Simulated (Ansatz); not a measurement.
**Ga2O3 (model structure, started from the stibnite type, Pnma, No. 62, 20 atoms in the cell)**

Computed with r²SCAN+rVV10 in Ansatz (PAW).

Numerical settings: plane-wave cutoff 560 eV, 4×12×4 k mesh (along the axes of the cell as run), Fermi–Dirac smearing 0.01 eV, scalar-relativistic PAW data made under PBE.

Cell (relaxed at this level):

```xyz
20
Lattice="9.7029 0.0000 0.0000 0.0000 2.8403 0.0000 0.0000 0.0000 8.0016" Properties=species:S:1:pos:R:3 pbc="T T T"
Ga     9.4530     0.7101     1.6079
Ga     4.6015     0.7101     2.3929
Ga     0.2500     2.1302     6.3937
Ga     5.1014     2.1302     5.6087
Ga     7.4385     0.7101     7.4231
Ga     2.5870     0.7101     4.5794
Ga     2.2644     2.1302     0.5785
Ga     7.1159     2.1302     3.4223
O      3.4067     0.7101     0.9729
O      8.2581     0.7101     3.0279
O      6.2963     2.1302     7.0288
O      1.4448     2.1302     4.9737
O      3.9117     0.7101     5.9242
O      8.7632     0.7101     6.0783
O      5.7912     2.1302     2.0775
O      0.9397     2.1302     1.9234
O      6.0963     0.7101     4.4690
O      1.2449     0.7101     7.5335
O      3.6066     2.1302     3.5326
O      8.4581     2.1302     0.4682
```

For Ga2O3 (model structure, started from the stibnite type, Pnma, No. 62, 20 atoms in the cell), the band gap comes out as 3.17 eV (on the SCF k mesh).

Note: the relaxation could raise the start's symmetry but not lower it, so the cell can be a saddle point.

Spin–orbit coupling is not included.

A model structure was made by putting elements into a prototype or built by hand; it is no filed structure, need not be a known phase, and can be a saddle point held by its symmetry.

Ansatz is a first-principles code.
